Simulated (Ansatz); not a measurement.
The starting structures come from a database of crystals and need not be the phases stable at ambient conditions.

Tunnelling through a barrier is set by its complex band structure: the current falls as exp(−2κd) with the smallest κ.

```
BrSSb
1.0
    3.93363     0.00000     0.00000
    0.00000     8.19658     0.00000
    0.00000     0.00000     9.73084
Sb S Br
4 4 4
Cartesian
  2.90275   3.07198   3.57071
  0.93594   5.12459   6.16013
  0.93594   1.02630   8.43612
  2.90275   7.17027   1.29471
  2.90275   5.44686   4.39167
  0.93594   2.74971   5.33917
  0.93594   6.84800   9.25709
  2.90275   1.34858   0.47375
  2.90275   8.08055   6.56774
  0.93594   0.11603   3.16310
  0.93594   4.21432   1.70232
  2.90275   3.98226   8.02852
```

Space group of this cell: Pnma. The cell was relaxed by PBE-D3(BJ); by PBEsol its mean pressure is -0.7 GPa.

Transport runs along the normal of the first two printed cell vectors.

No gap correction and no spin-orbit coupling; mid-gap values are interpolated between computed energies.

Q: Compute, with PBEsol (Ansatz, an electronic-structure program), the band gap and the smallest decay constant κ at mid-gap.

A: Gap 1.62 eV on a 8×4×4 mesh; κ = 0.207 1/Å, at (0.000, 0.250) of the in-plane reciprocal vectors. At the zone centre, at the nearest computed energy, the slowest state has κ = 0.21 1/Å.
